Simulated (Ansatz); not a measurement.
## A computed series for YN: response to strain

The reference is YN in the rock salt structure (space group Fm-3m, No. 225).

```xyz
2
Lattice="0.0000 2.4478 2.4478 2.4478 0.0000 2.4478 2.4478 2.4478 0.0000" Properties=species:S:1:pos:R:3 pbc="T T T"
N      0.0000     0.0000     0.0000
Y      2.4478     2.4478     2.4478
```

Cartesian axes are those of the cell as printed.

Strains are applied to the cell and any free atomic positions relax.

Levels (all Ansatz, a first-principles code, PAW): r2SCAN (500 eV, no SOC); HSE06 (420 eV, without spin-orbit coupling).

Band gaps by level, all at the geometries relaxed with r2SCAN:

```json
[
 {"case": "base", "r2SCAN": "0.58 eV", "HSE06": "1.10 eV"},
 {"case": "isotropic strain −3.72 %", "r2SCAN": "0.36 eV", "HSE06": "0.86 eV"},
 {"case": "isotropic strain +0.55 %", "r2SCAN": "0.61 eV", "HSE06": "1.12 eV"},
 {"case": "isotropic strain +0.86 %", "r2SCAN": "0.62 eV", "HSE06": "1.14 eV"},
 {"case": "strain tensor (xx, yy, zz, yz, xz, xy) = (−1.58, +0.49, −0.03, +0.64, +1.53, −0.11) %", "r2SCAN": "0.42 eV", "HSE06": "0.94 eV"},
 {"case": "strain tensor (xx, yy, zz, yz, xz, xy) = (−1.09, −0.53, +1.04, −0.66, −1.16, +1.78) %", "r2SCAN": "0.42 eV", "HSE06": "0.94 eV"}
]
```

Single points use the geometry relaxed with r2SCAN. HSE06 gaps are upper bounds (no full band path). Stability against distortions was not tested.
